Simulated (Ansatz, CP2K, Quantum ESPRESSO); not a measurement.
## One structure in several programs: LaSbTe (P4/nmm, 6 atoms in the cell)

Self-consistent single point, at a second geometry (lattice scaled by 0.98). First geometry:

```yaml
crystal:
  lattice:
    - [4.45397, 0.00000, 0.00000]
    - [0.00000, 4.45397, 0.00000]
    - [0.00000, 0.00000, 9.83738]
  atoms:
    - { symbol: La, position: [0.00000, 0.50000, 0.72232] }
    - { symbol: La, position: [0.50000, 0.00000, 0.27768] }
    - { symbol: Sb, position: [0.00000, 0.00000, 0.00000] }
    - { symbol: Sb, position: [0.50000, 0.50000, 0.00000] }
    - { symbol: Te, position: [0.00000, 0.50000, 0.37253] }
    - { symbol: Te, position: [0.50000, 0.00000, 0.62747] }
```

Shared settings, as Ansatz (a quantum-chemistry and plane-wave program) writes them: kpoints.mp_grid.grid = 5 5 3; scf.occupations.method = fermi_dirac; scf.occupations.width = 0.1 eV. Potentials and cutoffs stand in the table.

```csv
code,model,ΔF from the first geometry (meV/atom),pressure (GPa),largest force (eV/Å),cutoff
Ansatz,"PBEsol, PAW files made with PBE",-29.5,-0.86,0.106,420 eV
Quantum ESPRESSO,"PBEsol, GBRV 1.5 ultrasoft (PBESOL) pseudopotentials",-28.7,-0.76,0.124,40 Ry
CP2K,"PBEsol, GPW, DZVP-MOLOPT-SR-GTH basis, GTH-PBE potentials (GTH_POTENTIALS)",-8.6,1.13,0.197,grid 500 Ry
```

Size of the force on each atom (eV/Å): Sizes of forces hide their directions.

```
code                La1    La2    Sb3    Sb4    Te5    Te6
----------------  -----  -----  -----  -----  -----  -----
Ansatz            0.106  0.106  0.000  0.000  0.027  0.027
Quantum ESPRESSO  0.124  0.124  0.000  0.000  0.055  0.055
CP2K              0.197  0.197  0.000  0.000  0.108  0.108
```

On Ansatz's run: spin-orbit coupling is off.

The spread over the programs that give each value: ΔF from the first geometry within 20.9 meV/atom; pressure within 1.99 GPa; largest force within 0.091 eV/Å.

CP2K uses small atom-centred bases, whose incompleteness enters pressures, forces and empty levels differently from a plane-wave cutoff. Ansatz's pressure is given at a fixed set of plane waves, as the other plane-wave codes print theirs. In the pressure, CP2K (by 1.94) lies more than 1 GPa from the median of the plane-wave programs. In the force vectors, CP2K (by 0.082) lies more than 0.08 eV/Å from the median of the plane-wave programs.

The starting cell comes from a database of computed structures (which also holds hypothetical and non-ambient phases and stackings), without a prior relaxation at this level. Its lattice was rescaled by a random factor within 2.5 % of one. For this run, on top of that: lattice scaled by 0.98.

Keys are those of Ansatz 0.2.
